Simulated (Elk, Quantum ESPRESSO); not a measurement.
## Equation of state of zinc-blende CdSe (space group 216): energy against volume (Elk, PBE)

```yaml
crystal:
  lattice:
    - [0.00000, 2.97121, 2.97121]
    - [2.97121, 0.00000, 2.97121]
    - [2.97121, 2.97121, 0.00000]
  atoms:
    - { symbol: Cd, position: [0.00000, 0.00000, 0.00000] }
    - { symbol: Se, position: [0.75000, 0.75000, 0.75000] }
```

Method of the run: PBE, all-electron FP-LAPW, Elk's shipped species files, APW+lo basis with extra local orbitals (Elk). Settings: xctype = 20; rgkmax = 8.55; stype = 3; swidth = 0.000367493 Ha; ngridk = 9 9 9; gmaxvr = 14 1/bohr; nxlo = 2; lorbcnd = true; rmtscf = 0.91; lmaxi = 3; sphere radii = {Cd: 2.366, Se: 2.184} bohr. The cell above is the first row's. The rows scale it uniformly. In all rows fractional positions and the k mesh are held. E is the free energy at the stated smearing, counted from the lowest row.

```
V (Å^3/atom)  E (meV/atom)
------------  ------------
26.230                   ?
26.800               52.70
27.371               33.65
27.941               19.11
28.511                9.02
29.081                2.87
29.651                0.00
30.222                0.33
30.792                3.81
```

Fit E of the 8 rows that show it with the third-order Birch-Murnaghan form, a cubic in V^(-2/3). With u = V^(-2/3) - 0.1066, the rows have u = 0.0050632, 0.0035048, 0.0020022, 0.0005499, -0.0008549, -0.0022144, -0.0035334, -0.0048093. Least squares gives E = 6.172 + 4741.9·u + 880467·u² - 332344·u³. Residuals (row less fit): -0.010, 0.058, -0.083, -0.026, 0.108, 0.007, -0.094, 0.042; standard error 0.091 (degrees of freedom: 4). Its minimum lies at u = -0.0026887, so V0 = (0.1039113)^(-3/2) = 29.85. There d²E/du² = 1766000 and d³E/du³ = -1994000, so B0 = (4/9) × 29.85^(-7/3) × 1766000 × 0.160218 = 45.5 GPa (the last factor turns the table's units into GPa), and B0' = 4 + (2/3) × 0.1039113 × (-1994000)/1766000 = 3.9.

Task: Estimate the missing E (V = 26.230); what did the run itself give?

Result: u = 0.0066751, so E = 6.172 + 4741.9 × 0.0066751 + 880467 × 0.0066751² - 332344 × 0.0066751³ = 76.957 meV/atom. The calculation gives 77.71 meV/atom, 0.753 meV/atom above the prediction (1.0 % of the range of E in the table). The row lies outside the fitted rows, so this is an extrapolation. From the scatter of the fitted rows alone, a prediction at this place has a standard error of 0.270 meV/atom, so the miss is 2.8 times that.

Carrying the step between the two nearest rows on in a straight line would have given 71.72, off by 5.99; series whose last step already gives the withheld value aren't shown. The scan was laid around a cell of about the measured size, scaled by a guess for this functional. This is one of two polymorphs. The runs keep the symmetry of the cell, so they don't test it for distortions. A plane-wave scan with the same functional (Quantum ESPRESSO, GBRV) gives V0 = 29.85 Å^3/atom and B0 = 44.8 GPa; a Birch-Murnaghan fit to all rows here lies 0.0 % from it in V0 and -1 % in B0; the two differ in basis, and may differ in potentials and mesh. Values depend on the basis (sphere radii, cutoffs, local orbitals), which need not be converged. Sphere radii are the same in all rows. Cutoffs and mesh are single choices, not tested for convergence of this quantity. Series with a scatter that would blur these digits, or in which a gap closes, are not shown. Nor are scans whose minimum lies at an end fitted in this form.
